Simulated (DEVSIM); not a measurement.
System: illuminated In0.53Ga0.47As p-on-n cell, one wavelength, at 300 K.

| layer (left to right) | material | thickness (μm) | Nd (cm⁻³) | Na (cm⁻³) | τn (s) | τp (s) | absorption coefficient (cm⁻¹) |
|---|---|---|---|---|---|---|---|
| 1 | In0.53Ga0.47As | 0.940 | - | 7.1e17 | 1.2e-10 | 3e-11 | 13000 |
| 2 | In0.53Ga0.47As | 0.530 | 1.6e15 | - | 6.8e-10 | 6.8e-10 | 13000 |

Left contact: ohmic, minority electron recombination velocity 3e6 cm/s. Right contact: ohmic, minority hole recombination velocity 40000 cm/s. Voltage is applied to the left contact. Recombination: SRH at mid-gap, radiative, Auger. Light enters at the left, 1e17 photons cm⁻² s⁻¹, one pass, no reflection. Mobility is μmin + (μ − μmin)/(1 + (N/Nref)^α).

Constants are typed, rounded textbook-type inputs, not results; the design itself was drawn at random and stands for no fabricated device. Values at 300 K.

| parameter | In0.53Ga0.47As |
|---|---|
| gap (eV) | 0.74 |
| affinity (eV) | 4.51 |
| permittivity | 13.9 |
| Nc (cm⁻³) | 2.1e17 |
| Nv (cm⁻³) | 7.7e18 |
| μn (cm²/Vs) | 12000 |
| μp (cm²/Vs) | 300 |
| μn,min | 300 |
| μp,min | 10 |
| Nref,n | 1.3e17 |
| Nref,p | 4.9e17 |
| αn | 0.48 |
| αp | 0.4 |
| B (cm³/s) | 9.6e-11 |
| Cn (cm⁶/s) | 5e-29 |
| Cp (cm⁶/s) | 5e-29 |

Model (solved in DEVSIM): 1D drift-diffusion, Boltzmann statistics, complete ionisation; no tunnelling, impact ionisation, image-force lowering or self-heating.

### Question
Give the dark forward current.

### Answer

| V (V) | J (A/cm²) |
|---|---|
| 0.05 | 0.0016 |
| 0.10 | 0.0062 |
| 0.15 | 0.021 |
| 0.20 | 0.070 |
| 0.25 | 0.25 |
| 0.30 | 0.99 |
| 0.35 | 4.2 |
| 0.40 | 18 |
| 0.45 | 74 |
| 0.50 | 290 |
| 0.55 | 1000 |
| 0.60 | 3400 |
